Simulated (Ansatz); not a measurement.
An Ansatz (a program for electronic structure) run: GaAs with a change (strain tensor (xx, yy, zz, yz, xz, xy) = (−1.86, −1.61, −0.52, +1.47, −0.29, −1.09) %); Ansatz PBEsol, without spin-orbit coupling, earlier PAW set.

Input:

Ansatz 0.2 input:
```yaml
crystal:
  lattice:
    - [-0.0389085299, 2.8257496697, 2.8565935225]
    - [2.7688724733, 0.0108943884, 2.8067906042]
    - [2.7463762687, 2.7534505469, 0.0333905929]
  atoms:
    - { symbol: As, position: [0.75, 0.75, 0.75] }
    - { symbol: Ga, position: [0, 0, 0] }
basis: { ecutwfc: 420, ecutrho_ratio: 4, xc_grid: 2, fft_grid_basis: typed }
kpoints: { mp_grid: { grid: [10, 10, 10] } }
hamiltonian:
  xc: pbesol
  dispersion: none
  pseudopotentials: { azcp: { folder: ./paw }, kind: paw }
scf: { occupations: { method: fermi_dirac, width: 0.05 }, convergence: { dr2_threshold: 0.0000000002 } }
relax: { f_tol: 0.005, max_steps: 50 }
output: { forces: true, stress: true }
checkpoint: { write: state.ck, write_every: 1000 }
```

Output (explanatory and most iteration lines left out):

```
Relaxation: its limit of steps is 50 (relax.max_steps)
Pseudopotential: As, paw, valence charge 15
Pseudopotential: Ga, paw, valence charge 13
Crystal: 2 atoms, lattice volume = 43.515 Å³
Basis set: ecut = 420 eV, 877 PW (Γ), exchange–correlation on 54×54×54 points (8 copies of the dense FFT grid, shifted against one another)
Bands: 18, of which v1, the nominal top of the filled ones, is band 14 counted from 1 (13 counted from 0)
Symmetry: 1 space group operations
Space group: P1 (ITA 1), of the structure as read, at distance tolerance 3.5e-5 Å
k-points: 504 of 1000 (time reversal used)
Functional: x = pbesol(κ = 0.804, μ = 0.12345679012345678), c = pbesol(β = 0.046)
SCF iter   1: F=—  HF=-8556.951444 eV  |F-HF|=—  |Δ(HF+E_count)|=         —  Δρ=4.40e-2  dr2=4.80e-1  ethr=3.10e-3  ⟨swp⟩=5.8  Hψ=44148  notcnv=0
SCF iter   2: F=—  HF=-8556.854154 eV  |F-HF|=—  |Δ(HF+E_count)|=   9.73e-2  Δρ=1.90e-2  dr2=8.49e-2  ethr=1.72e-3  ⟨swp⟩=2.0  Hψ=15119  notcnv=0
SCF 1 converged in 9 iterations: F = -8556.835906 eV  dr2 = 4.00e-11
relax step   1: F+E_penalty+E_count = -8556.83590579 eV  Δ(F+E_penalty+E_count) = +0.000e0 eV  max|allowed force component| = 2.562e-1 eV/Å  Δτ_max = 0.0000 Å  (9 SCF iters, accepted)
Crystal: 2 atoms, lattice volume = 43.515 Å³
SCF iter   1: F=—  HF=-8556.840792 eV  |F-HF|=—  |Δ(HF+E_count)|=         —  Δρ=1.68e-3  dr2=4.12e-4  ethr=1.48e-6  ⟨swp⟩=2.0  Hψ=34342  notcnv=0
SCF iter   2: F=—  HF=-8556.840697 eV  |F-HF|=—  |Δ(HF+E_count)|=   9.57e-5  Δρ=7.02e-4  dr2=6.60e-5  ethr=1.47e-6  ⟨swp⟩=2.0  Hψ=13602  notcnv=0
SCF 2 converged in 7 iterations: F = -8556.840697 eV  dr2 = 4.32e-11
relax step   2: F+E_penalty+E_count = -8556.84069672 eV  Δ(F+E_penalty+E_count) = -4.791e-3 eV  max|allowed force component| = 6.358e-2 eV/Å  Δτ_max = 0.0121 Å  (7 SCF iters, accepted)
Crystal: 2 atoms, lattice volume = 43.515 Å³
SCF iter   1: F=—  HF=-8556.841029 eV  |F-HF|=—  |Δ(HF+E_count)|=         —  Δρ=5.63e-4  dr2=4.61e-5  ethr=1.65e-6  ⟨swp⟩=2.4  Hψ=23454  notcnv=0
SCF iter   2: F=—  HF=-8556.841017 eV  |F-HF|=—  |Δ(HF+E_count)|=   1.23e-5  Δρ=2.35e-4  dr2=7.36e-6  ethr=1.65e-7  ⟨swp⟩=2.0  Hψ=17618  notcnv=0
SCF 3 converged in 6 iterations: F = -8556.841018 eV  dr2 = 5.10e-11
relax step   3: F+E_penalty+E_count = -8556.84101752 eV  Δ(F+E_penalty+E_count) = -3.208e-4 eV  max|allowed force component| = 1.638e-3 eV/Å  Δτ_max = 0.0040 Å  (6 SCF iters, accepted)
SCF converged after 6 iterations
Free energy (F): -8556.841018 eV
Internal energy: -8556.841010 eV  (E = F + TS)
E sigma→0 (E₀):  -8556.841014 eV
Entropy (-TS):   -0.000008 eV (-0.004 meV/atom)
Fermi energy:    8.727097 eV
--- Forces (eV/Å), atoms counted from 1 ---
  atom   1  As    -0.00018400     0.00163783     0.00030303
  atom   2  Ga     0.00018714    -0.00163861    -0.00030548
--- Stress (GPa, compression-positive) ---
        3.394616       1.306546       0.369622
        1.306546       3.301019      -1.710254
        0.369622      -1.710254       2.583140
  P = ⅓ Tr σ = 3.0929 GPa (30.929 kbar)
--- Relaxed structure (3 steps of the walk, 3 accepted, 0 SCFs on fresh bases) ---
  atoms:
    - { symbol: As, position: [0.7456838923713717, 0.750992116203292, 0.7536337743500434] }
    - { symbol: Ga, position: [0.0043161076286283035, -0.0009921162032920019, -0.003633774350043114] }
```

Stability against distortions was not tested. The cell was made from GaAs in the zinc blende structure (space group F-43m, No. 216) by this change: strain tensor (xx, yy, zz, yz, xz, xy) = (−1.86, −1.61, −0.52, +1.47, −0.29, −1.09) %.
